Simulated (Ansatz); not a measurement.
## Hypothetical CdI2 type HfO2, carrier doping

The parent structure is HfO2 in the CdI2 type structure (space group P-3m1, No. 164; a hypothetical phase, not in the database extracts checked; layered, stacked along the Cartesian z axis).

```
CELL_PARAMETERS angstrom
      3.22663     0.00000     0.00000
     -1.61331     2.79434     0.00000
      0.00000     0.00000     4.55621
ATOMIC_POSITIONS crystal
  Hf 0.00000 0.00000 0.00000
  O  0.33333 0.66667 0.21083
  O  0.66667 0.33333 0.78917
```

Carriers are added at fixed cell with a uniform background; the Fermi–Dirac width is that of 300 K.

The values are results of plane-wave PAW DFT at the r2SCAN+rVV10 level (Ansatz, an electronic-structure program, 500 eV), no SOC, not measurements.

Notes on the quantities. Fermi level from band edge: Fermi level relative to the doped band's edge (positive inside the band; to 0.05 eV).

```csv
electron density (10^21 cm⁻³),Fermi level from band edge (eV)
1.5,0.10
2,0.10
3,?
20,0.75
```

Q: Fit E_F = C n^s, fitted as a line in log–log form (a parabolic band gives s = 2/3) to the rows shown and predict the withheld row.

A: Least squares on the printed values gives C = 0.06 eV, s = 0.82 (largest residual 0.01 eV); this predicts 0.16 eV, and the run gives 0.15 eV, in agreement.

Carriers are added with a uniform compensating background; total energy and stress of such cells depend on the potential's zero and are not compared; many-body gap narrowing is missing at this level. Stability against distortions was not tested.
